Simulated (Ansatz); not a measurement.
## Pressure series in Y

The parent structure is Y in the hcp (Mg type) structure (space group P6_3/mmc, No. 194; a = 3.683 Å, c = 5.698 Å).

Cell and atoms are relaxed at each pressure.

Calculations: r2SCAN (Ansatz, a first-principles code, PAW, no spin-orbit coupling).

Two rows of this table had their results exchanged by mistake.

```
pressure          volume per atom (Å³)  shortest distance (Å)  band gap
----------------  --------------------  ---------------------  --------
pressure −2 GPa                  35.31                  3.623      zero
pressure −1 GPa                  34.34                  3.587      zero
pressure 3 GPa                   31.30                  3.473      zero
pressure 7 GPa                   29.08                  3.387      zero
pressure 15 GPa                  25.82                  3.260      zero
pressure 30 GPa                  21.98                  3.113      zero
pressure 50 GPa                  14.74                  2.717      zero
pressure 75 GPa                  16.38                  2.824      zero
pressure 100 GPa                 18.85                  2.985      zero
```

### Question
Which two?

### Answer
The rows for pressure 50 GPa and pressure 100 GPa: the volume has to fall steadily with pressure, so 18.85 Å³ belongs to pressure 50 GPa and 14.74 Å³ to pressure 100 GPa.

Load acts through the strain it causes; cell and atoms are relaxed under it. Whether these cells are dynamically stable was not tested. No other phases were tried under pressure. All final runs are without spin polarisation.
